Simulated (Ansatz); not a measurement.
# Ta: response to strain

Start from Ta in the bcc (W type) structure (space group Im-3m, No. 229; a = 3.2541 Å; relaxed with 0.1 eV smearing). Axes: x, y, z lie along the cube axes.

Strains are applied to the cell and any free atomic positions relax.

Method: Ansatz (an electronic-structure program), LDA, PAW, cutoff 420 eV, no spin-orbit coupling.

Notes on the quantities. energy relative to the base: free energy F.

| variant | energy relative to the base | shortest interatomic distance |
|---|---|---|
| base | 0 meV/atom | 2.818 Å |
| uniaxial strain ε_zz = −3.00 % | +15 meV/atom | 2.790 Å |
| uniaxial strain ε_zz = −2.50 % | +11 meV/atom | 2.795 Å |
| uniaxial strain ε_zz = −1.00 % | +1.6 meV/atom | 2.809 Å |
| uniaxial strain ε_zz = −0.50 % | +0.4 meV/atom | 2.813 Å |
| uniaxial strain ε_zz = +0.50 % | +0.4 meV/atom | 2.823 Å |
| uniaxial strain ε_zz = +1.00 % | +1.6 meV/atom | 2.828 Å |
| uniaxial strain ε_zz = +1.50 % | +3.5 meV/atom | (withheld) |
| uniaxial strain ε_zz = +2.50 % | +9.6 meV/atom | 2.842 Å |
| uniaxial strain ε_zz = +3.00 % | (withheld) | 2.847 Å |

### Question
Complete the table.

### Answer

- uniaxial strain ε_zz = +1.50 %, shortest interatomic distance: 2.832 Å
- uniaxial strain ε_zz = +3.00 %, energy relative to the base: +14 meV/atom

Whether these cells are dynamically stable was not tested. The final runs are not spin-polarised.
